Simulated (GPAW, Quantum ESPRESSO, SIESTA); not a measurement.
**Code comparison for MgMn2O4 (P-3m1, 7 atoms in the cell)**

Self-consistent single point.

```
MgMn2O4
1.0
    3.09290     0.00000     0.00000
   -1.54645     2.67853     0.00000
    0.00000     0.00000    10.13797
Mg Mn O
1 2 4
Direct
  0.00000   0.00000   0.00000
  0.00000   0.00000   0.73073
  0.00000   0.00000   0.26927
  0.66667   0.33333   0.12402
  0.33333   0.66667   0.87598
  0.66667   0.33333   0.65128
  0.33333   0.66667   0.34872
```
Moments meant for the start (each program seeds them in its own way; μB, in the order of the atoms Mg Mn Mn O O O O): 0.0 4.0 4.0 0.0 0.0 0.0 0.0.

Shared settings, as Quantum ESPRESSO writes them: occupations = smearing; smearing = gaussian; degauss = 0.0147 Ry; nspin = 2; K_POINTS = automatic 7 7 2 0 0 0. Potentials and cutoffs stand in the table.

```tsv
code	model	pressure (GPa)	largest force (eV/Å)	size of the net moment (μB/atom)	cutoff
Quantum ESPRESSO	LDA (PZ)+U, GBRV 1.5 ultrasoft (LDA) pseudopotentials	-16.88	1.273	1.14	50 Ry
GPAW	LDA (Perdew-Wang 92)+U, GPAW PAW datasets LDA (gpaw-data 1.0.1)	–	1.251	1.14	900 eV
SIESTA	LDA PW92+U, numerical atomic orbitals DZP, PseudoDojo LDA standard norm-conserving potentials (rewritten from UPF to PSML)	-18.86	1.138	1.14	grid 350 Ry
```

Size of the force on each atom (eV/Å): Sizes of forces hide their directions.

| code | Mg1 | Mn2 | Mn3 | O4 | O5 | O6 | O7 |
|---|---|---|---|---|---|---|---|
| Quantum ESPRESSO | 0.000 | 0.439 | 0.439 | 0.212 | 0.212 | 1.273 | 1.273 |
| GPAW | 0.000 | 0.461 | 0.461 | 0.193 | 0.193 | 1.251 | 1.251 |
| SIESTA | 0.000 | 0.401 | 0.401 | 0.271 | 0.272 | 1.138 | 1.138 |

Hubbard term: ortho-atomic; U Mn-3d 2 eV.

A dash marks a value that a program does not give, or that is left out as unsure.

On Quantum ESPRESSO's run: the magnetic order is the one reached from the typed start; others were not searched systematically. With U or open f shells several self-consistent states can exist.

The spread over the programs that give each value: pressure within 1.98 GPa; largest force within 0.135 eV/Å; size of the net moment within 0.00 μB/atom.

SIESTA uses small atom-centred bases, whose incompleteness enters pressures, forces and empty levels differently from a plane-wave cutoff. The pressure of GPAW is left out: its cutoff lies under the one at which its stress was checked. The same LDA comes in different parametrisations, which differ slightly. The same U acts on different projectors in each program, which moves gaps, moments and pressures. In the force vectors, SIESTA (by 0.124) lies more than 0.08 eV/Å from the median of the plane-wave programs.

The starting cell comes from a database of computed structures (which also holds hypothetical and non-ambient phases and stackings), without a prior relaxation at this level. Its lattice was rescaled by a random factor within 2.5 % of one.

Left out of this page: Ansatz (with a known weakness of the program).
